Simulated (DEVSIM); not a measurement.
System: Co/SiO2/n-Si capacitor, at 300 K.

```csv
layer (left to right),material,thickness (nm),Nd (cm⁻³)
1,SiO2,1.90,-
2,Si,4500,1.6e16
```

Metal gate on the left, work function 5 eV. Fixed charge at the semiconductor interface -1.7e11 cm⁻² (in units of +e); no interface traps.

Constants are typed, rounded textbook-type inputs, not results; the design itself was drawn at random and stands for no fabricated device. Values at 300 K.

| parameter | SiO2 | Si |
|---|---|---|
| gap (eV) | 9 | 1.124 |
| affinity (eV) | 0.9 | 4.05 |
| permittivity | 3.9 | 11.7 |
| Nc (cm⁻³) | - | 2.86e19 |
| Nv (cm⁻³) | - | 3.1e19 |

Simulated with DEVSIM: 1D Poisson equation in equilibrium, Boltzmann statistics, complete ionisation; no quantum confinement or tunnelling. Metal contacts follow the ideal Schottky-Mott rule: no Fermi-level pinning, no interface dipoles.

Problem. Tabulate band edges, carrier densities and field at 0.3 V on the gate.

Solution. Energies count from the Fermi level of the right contact; mesh points crowd at the junctions.

```
x (μm)     Ec (eV)  Ev (eV)  n (cm⁻³)  p (cm⁻³)  field (V/cm)
---------  -------  -------  --------  --------  ------------
0.000        3.800   -5.200     < 1e2     < 1e2        -58000
0.0008010    3.795   -5.205     < 1e2     < 1e2        -58000
0.001530     3.791   -5.209     < 1e2     < 1e2        -58000
0.002424     0.637   -0.487     5.8e8    2.0e11        -45000
0.005396     0.623   -0.501     9.7e8    1.2e11        -45000
0.01022      0.602   -0.522     2.2e9    5.3e10        -44000
0.02073      0.558   -0.566    1.2e10     9.5e9        -41000
0.05414      0.435   -0.689    1.4e12     8.2e7        -33000
0.1133       0.285   -0.839    4.7e14    250000        -18000
0.2379       0.197   -0.927    1.4e16      8300         -1000
0.5005       0.194   -0.930    1.6e16      7300           ≈ 0
1.336        0.194   -0.930    1.6e16      7300           ≈ 0
2.666        0.194   -0.930    1.6e16      7300           ≈ 0
3.631        0.194   -0.930    1.6e16      7300           ≈ 0
4.177        0.194   -0.930    1.6e16      7300           ≈ 0
4.343        0.194   -0.930    1.6e16      7300           ≈ 0
4.427        0.194   -0.930    1.6e16      7300           ≈ 0
4.467        0.194   -0.930    1.6e16      7300           ≈ 0
4.490        0.194   -0.930    1.6e16      7300           ≈ 0
4.497        0.194   -0.930    1.6e16      7300           ≈ 0
4.500        0.194   -0.930    1.6e16      7300           ≈ 0
4.502        0.194   -0.930    1.6e16      7300           ≈ 0
```
